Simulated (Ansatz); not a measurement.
Take PbTe in the zinc blende structure (space group F-43m, No. 216; a = 7.284 Å; a hypothetical phase, not in the database extracts checked) as the base.

Levels (all Ansatz, an electronic-structure program, PAW): r2SCAN (500 eV, without spin-orbit coupling); HSE06 (420 eV, spin-orbit coupling left out).

Its gap is 0.75 eV with r2SCAN and 0.97 eV with HSE06.

The change: full substitution Pb → Sn, then cell and atoms are relaxed.

With r2SCAN the gap becomes 0.08 eV.

If the HSE06 correction stayed the same, what would the HSE06 gap be, and what does the HSE06 run give?

A rigid correction of +0.22 eV gives 0.30 eV. The HSE06 run gives 0.31 eV, so the two effects roughly add.

Single points use the geometry relaxed with r2SCAN. HSE06 was sampled on its mesh, a few special points and the semilocal edge points, so its gap is an upper bound. With Pb and Te present, leaving out spin-orbit coupling can change the band edges. Whether these cells are dynamically stable was not tested. For SnTe in this form, whether it has been made was not checked. A zero or small gap of SnTe can be the functional's error rather than a property of the material.
